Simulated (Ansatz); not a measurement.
ZrAl3 (I4/mmm, No. 139) was calculated with rVV10 (PAW; Ansatz, a first-principles code).

Run with plane-wave cutoff 520 eV, 20×20×20 k mesh, Fermi–Dirac smearing 0.05 eV, scalar-relativistic PAW data made under PBE.

Computed at the level's own relaxed cell.

Question: Give the computed equilibrium volume per atom, bulk modulus B0 and c axis length.

Answer: 
- equilibrium volume per atom: 17.46 Å³/atom
- bulk modulus B0: 104 GPa
- c axis length: 17.324 Å

The run finds no gap.

Note: the bulk modulus comes from volumes at which shape and atoms were relaxed.

The computed numbers hold no vibrational or temperature effects.

The result took roughly 80 core-minutes.
